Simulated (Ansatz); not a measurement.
```xyz
4
Lattice="3.0564 0.0000 0.0000 -1.5282 2.6469 0.0000 0.0000 0.0000 5.0158" Properties=species:S:1:pos:R:3 pbc="T T T"
Si     1.5282     0.8823     0.0026
Si     0.0000     1.7646     2.5105
C      1.5282     0.8823     3.1333
C      0.0000     1.7646     0.6254
```

Another polymorph of this substance is known too; which is more stable was not tested here.

Q: Give the diagonal Born effective charges atom by atom and the electronic dielectric tensor from linear response, Ansatz (an electronic-structure program), LDA functional, plane-wave PAW.

A: 
```csv
atom,Z*xx,Z*yy,Z*zz
Si1,2.69,2.69,2.89
Si2,2.69,2.69,2.89
C3,-2.69,-2.69,-2.89
C4,-2.69,-2.69,-2.89
```

ε∞ diagonal: 6.89, 6.89, 7.25.
